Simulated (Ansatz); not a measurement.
Consider Cs2AgBiBr6 (space group Fm-3m, No. 225; a = 11.343 Å).

Calculations: r2SCAN, PAW, 500 eV (Ansatz, a program for electronic structure; without spin-orbit coupling).

For the base:

| Quantity | Result |
|---|---|
| Lattice parameter a | 11.343 Å |
| Magnetic state | not spin-polarised |

Modification: H takes the place of Cs on all its sites; the structure is relaxed again.

Tabulated Pauling electronegativity and covalent radius: Cs 0.79, 2.44 Å; H 2.20, 0.31 Å.

**Question.** Predict the new lattice parameter a.

**Answer.** The lattice parameter a decreases by 0.450 Å (11.343 Å → 10.893 Å).

**Question.** What does the calculation give for the magnetic state after the change?

**Answer.** The magnetic state becomes ferromagnetic (base: not spin-polarised).

Other magnetic orders, which the real material may have, were not ruled out. No phonon test of stability was made. As relaxed here, AgBiH2Br6 is a hypothetical phase, not in the database extracts checked. No Hubbard U is applied, and correlation can decide whether such a compound is a metal.
